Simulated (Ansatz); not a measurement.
**A computed series for SrO: response to strain**

Base system: SrO in the rock salt structure (space group Fm-3m, No. 225; a = 5.122 Å).

Strains are applied to the cell and any free atomic positions relax.

Method: Ansatz (an electronic-structure program), PBEsol, PAW, cutoff 420 eV, without spin-orbit coupling.

Candidates:
(a) isotropic strain +0.50 %
(b) isotropic strain +2.00 %
(c) isotropic strain −1.00 %

Base values:

```
Quantity    Value
--------  -------
Band gap  3.20 eV
```

### Question
Order them by band gap, highest first.

### Answer
(b) isotropic strain +2.00 % (3.23 eV), (a) isotropic strain +0.50 % (3.21 eV), (c) isotropic strain −1.00 % (3.17 eV)

Stability against distortions was not tested.
